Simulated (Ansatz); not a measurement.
Consider the following.

```
CELL_PARAMETERS angstrom
      2.71235     1.56598     6.19671
     -2.71235     1.56598     6.19671
      0.00000    -3.13195     6.19671
ATOMIC_POSITIONS crystal
  Ba 0.00000 0.00000 0.00000
  Ti 0.50000 0.50000 0.50000
  In 0.18331 0.18331 0.18331
  In 0.81669 0.81669 0.81669
  O  0.23779 0.58336 0.85360
  O  0.76221 0.41664 0.14640
  O  0.85360 0.23779 0.58336
  O  0.14640 0.76221 0.41664
  O  0.58336 0.85360 0.23779
  O  0.41664 0.14640 0.76221
```

No spin polarisation.

Calculations: PBEsol (Ansatz, a quantum-chemistry and plane-wave program; PAW; 420 eV plane waves; scalar-relativistic without spin-orbit coupling). Γ-centred 7×7×7 mesh, Fermi–Dirac width 0.05 eV.

### Question
Predict the electron mass, space group and band gap.

### Answer
```json
{
  "electron_mass": "1.5 mₑ along c, 0.36 mₑ across (at Γ)",
  "space_group": "R-3 (No. 148)",
  "band_gap": "2.52 eV"
}
```

Masses are band curvatures over ±0.01 Å⁻¹ around the edge. Whether these cells are dynamically stable was not tested. The final runs are not spin-polarised. The cell was made from BaTiB2O6 by this change: B → In; the result is a hypothetical phase, not in the database extracts checked.
